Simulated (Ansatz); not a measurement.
**BN: uniaxial strain ε_xx = −3.00 %**

Base system: BN in the wurtzite structure (space group P6_3mc, No. 186; a = 2.5410 Å, c = 4.2033 Å). Axes: x lies along a and z along c of the hexagonal cell.

One thing is altered: uniaxial strain ε_xx = −3.00 %, all other strain components held at zero, atoms relaxed at fixed cell.

All numbers come from Ansatz (a first-principles code), PBEsol, PAW, cutoff 420 eV, without spin-orbit coupling. Γ-centred 15×15×8 mesh, Fermi–Dirac width 0.05 eV.

| quantity | base | changed | shift |
|---|---|---|---|
| volume per atom | 5.88 Å³ | 5.70 Å³ | -0.18 Å³ |
| space group | P6_3mc (No. 186) | Cmc2_1 (No. 36) | – |
| shortest interatomic distance | 1.559 Å | 1.532 Å | -0.027 Å |
| energy relative to the base (free energy F) | 0 meV/atom | +17 meV/atom | +17 meV/atom |
| pressure (mean of the normal stresses, compression positive) | 0.00 GPa | 12.55 GPa | +12.55 GPa |
| band gap | 4.96 eV | 4.66 eV | -0.306 eV |
| gap character | – | indirect, Γ → C₀ | – |
| smallest direct gap | 8.21 eV | 8.05 eV | -0.16 eV |
| electron mass | 0.30 mₑ along c, 0.50 mₑ across (at K) | 0.30 mₑ along z, 0.49 mₑ across (off the base's special points) | – |
| hole mass | – | 0.34 mₑ along x, 1.4 mₑ across (at Γ) | – |
| valence-band top at Γ (three highest levels, from the VBM) | 0.00, 0.00, -0.28 eV | 0.00, -0.30, -0.55 eV | – |
| stress (xx, yy, zz, yz, xz, xy; compression positive) | – | (31.28, 4.47, 1.88, 0.00, 0.00, 0.00) GPa | – |

Effective masses come from finite differences of ±0.01 Å⁻¹. Whether these cells are dynamically stable was not tested. k-point labels follow each cell's own Brillouin zone.
